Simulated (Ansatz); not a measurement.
V2O5 (Pnma, No. 62, 28 atoms in the cell; start mp-25288), treated with r²SCAN (Ansatz, a quantum-chemistry and plane-wave program, PAW).

From the output:

```
Crystal: 28 atoms, lattice volume = 364.757 Å³
Basis set: ecut = 560 eV, 10965 PW (Γ), exchange–correlation on 240×90×240 points (27 copies of the dense FFT grid, shifted against one another)
Bands: 140, of which v1, the nominal top of the filled ones, is band 112 counted from 1 (111 counted from 0)
Symmetry: 8 space group operations
Space group: Pnma (ITA 62), of the structure as read, at distance tolerance 7.1e-5 Å
k-points: 54 of 160
Functional: x = r2scan, c = r2scan; τ floored in thin density (d = 2e-4 eV/Å³)
SCF iter   1: F=—  HF=-34725.190533 eV  |F-HF|=—  |Δ(HF+E_count)|=         —  Δρ=3.72e-2  dr2=6.30e0  dr2_τ=2.23e0
SCF iter   2: F=—  HF=-34725.680964 eV  |F-HF|=—  |Δ(HF+E_count)|=   4.90e-1  Δρ=4.43e-2  dr2=6.99e0  dr2_τ=7.34e-1
  ...
SCF iter  15: F=—  HF=-34724.909275 eV  |F-HF|=—  |Δ(HF+E_count)|=   1.43e-9  Δρ=8.01e-7  dr2=2.87e-9  dr2_τ=1.71e-10
SCF iter  16: F=-34724.909275 eV  HF=-34724.909275 eV  |F-HF|=1.76e-9  |Δ(HF+E_count)|=  6.55e-11  Δρ=6.68e-7  dr2=2.03e-9  dr2_τ=1.28e-10
SCF 1 converged in 16 iterations: F = -34724.909275 eV  dr2 = 2.03e-9
SCF converged after 16 iterations
Free energy (F): -34724.909275 eV
  ...
  atom   4  V      0.18160187    -0.00000000     0.22519756
  atom   5  V     -0.07224394     0.00000000     0.34968336
  atom   6  V      0.07224394     0.00000000    -0.34968336
  atom   7  V      0.07224394     0.00000000     0.34968336
  atom   8  V     -0.07224394     0.00000000    -0.34968336
  atom   9  O     -0.08502637     0.00000000     0.20522840
  atom  10  O      0.08502637     0.00000000    -0.20522840
  atom  11  O      0.08502637     0.00000000     0.20522840
  atom  12  O     -0.08502637     0.00000000    -0.20522840
  atom  13  O      0.05952897     0.00000000    -0.01728639
  atom  14  O     -0.05952897     0.00000000     0.01728639
  atom  15  O     -0.05952897     0.00000000    -0.01728639
  atom  16  O      0.05952897     0.00000000     0.01728639
  atom  17  O      0.00634875    -0.00000000     0.04440580
  atom  18  O     -0.00634875     0.00000000    -0.04440580
  atom  19  O     -0.00634875    -0.00000000     0.04440580
  atom  20  O      0.00634875     0.00000000    -0.04440580
  atom  21  O     -0.09334471     0.00000000     0.19084726
  atom  22  O      0.09334471    -0.00000000    -0.19084726
  atom  23  O      0.09334471    -0.00000000     0.19084726
  atom  24  O     -0.09334471    -0.00000000    -0.19084726
  atom  25  O     -0.02522093     0.00000000     0.00002596
  atom  26  O      0.02522093     0.00000000    -0.00002596
  atom  27  O      0.02522093     0.00000000     0.00002596
  atom  28  O     -0.02522093     0.00000000    -0.00002596
--- Stress (GPa, compression-positive) ---
       -0.042561       0.000000       0.000000
        0.000000       0.792670       0.000000
        0.000000       0.000000      -1.086563
  P = ⅓ Tr σ = -0.1122 GPa (-1.122 kbar)
```

Q: Write an input file that could have produced this run (the log leaves some choices open).

A: Several could match; the one computed here: 
Ansatz 0.2 input:
```yaml
crystal:
  lattice:
    - [10.003342875, 0.0, 0.0]
    - [0.0, 3.5538854777, 0.0]
    - [0.0, 0.0, 10.2601755722]
  atoms:
    - { symbol: V, position: [0.1251846067, 0.75, 0.0107282199] }
    - { symbol: V, position: [0.8748153933, 0.25, 0.9892717801] }
    - { symbol: V, position: [0.3748153933, 0.25, 0.5107282199] }
    - { symbol: V, position: [0.6251846067, 0.75, 0.4892717801] }
    - { symbol: V, position: [0.0720652786, 0.25, 0.600511062] }
    - { symbol: V, position: [0.9279347214, 0.75, 0.399488938] }
    - { symbol: V, position: [0.4279347214, 0.75, 0.100511062] }
    - { symbol: V, position: [0.5720652786, 0.25, 0.899488938] }
    - { symbol: O, position: [-0.0013173143, 0.75, 0.2621294616] }
    - { symbol: O, position: [1.0013173143, 0.25, 0.7378705384] }
    - { symbol: O, position: [0.5013173143, 0.25, 0.7621294616] }
    - { symbol: O, position: [0.4986826857, 0.75, 0.2378705384] }
    - { symbol: O, position: [0.0636797372, 0.75, 0.5411473642] }
    - { symbol: O, position: [0.9363202628, 0.25, 0.4588526358] }
    - { symbol: O, position: [0.4363202628, 0.25, 0.0411473642] }
    - { symbol: O, position: [0.5636797372, 0.75, 0.9588526358] }
    - { symbol: O, position: [0.0710769841, 0.25, 0.0329344598] }
    - { symbol: O, position: [0.9289230159, 0.75, 0.9670655402] }
    - { symbol: O, position: [0.4289230159, 0.75, 0.5329344598] }
    - { symbol: O, position: [0.5710769841, 0.25, 0.4670655402] }
    - { symbol: O, position: [0.2062679235, 0.75, 0.8794299488] }
    - { symbol: O, position: [0.7937320765, 0.25, 0.1205700512] }
    - { symbol: O, position: [0.2937320765, 0.25, 0.3794299488] }
    - { symbol: O, position: [0.7062679235, 0.75, 0.6205700512] }
    - { symbol: O, position: [0.2461541255, 0.25, 0.6315101571] }
    - { symbol: O, position: [0.7538458745, 0.75, 0.3684898429] }
    - { symbol: O, position: [0.2538458745, 0.75, 0.1315101571] }
    - { symbol: O, position: [0.7461541255, 0.25, 0.8684898429] }
basis:
  ecutwfc: 560
  ecutrho_ratio: 4
  xc_grid: 3
kpoints:
  mp_grid: { grid: [4, 10, 4] }
  band_path:
    path:
      - [0.0, 0.0, 0.0]
      - [0.25, 0.0, 0.0]
      - [0.5, 0.0, 0.0]
      - [0.5, 0.0625, 0.0]
      - [0.5, 0.125, 0.0]
      - [0.5, 0.1875, 0.0]
      - [0.5, 0.25, 0.0]
      - [0.5, 0.3125, 0.0]
      - [0.5, 0.375, 0.0]
      - [0.5, 0.4375, 0.0]
      - [0.5, 0.5, 0.0]
      - [0.25, 0.5, 0.0]
      - [0.0, 0.5, 0.0]
      - [0.0, 0.4375, 0.0]
      - [0.0, 0.375, 0.0]
      - [0.0, 0.3125, 0.0]
      - [0.0, 0.25, 0.0]
      - [0.0, 0.1875, 0.0]
      - [0.0, 0.125, 0.0]
      - [0.0, 0.0625, 0.0]
      - [0.0, 0.0, 0.25]
      - [0.0, 0.0, 0.5]
      - [0.25, 0.0, 0.5]
      - [0.5, 0.0, 0.5]
      - [0.5, 0.0625, 0.5]
      - [0.5, 0.125, 0.5]
      - [0.5, 0.1875, 0.5]
      - [0.5, 0.25, 0.5]
      - [0.5, 0.3125, 0.5]
      - [0.5, 0.375, 0.5]
      - [0.5, 0.4375, 0.5]
      - [0.5, 0.5, 0.5]
      - [0.25, 0.5, 0.5]
      - [0.0, 0.5, 0.5]
      - [0.0, 0.4375, 0.5]
      - [0.0, 0.375, 0.5]
      - [0.0, 0.3125, 0.5]
      - [0.0, 0.25, 0.5]
      - [0.0, 0.1875, 0.5]
      - [0.0, 0.125, 0.5]
      - [0.0, 0.0625, 0.5]
      - [0.5, 0.0, 0.25]
      - [0.0, 0.5, 0.25]
      - [0.5, 0.5, 0.25]
    npoints: 1
hamiltonian:
  xc: r2scan
  dispersion: none
  pseudopotentials: { kind: paw }
scf:
  occupations: { method: fermi_dirac, width: 0.01 }
  convergence: { dr2_threshold: 0.0000000028 }
output:
  forces: true
  stress: true
  eigenvalues: true
  write_bands: true
```

The PAW data were made under PBE.

Note: cell and atoms aren't relaxed at this level (largest force component 0.35 eV/Å).

A start named mp-… is a Materials Project structure, which need not be a measured phase.
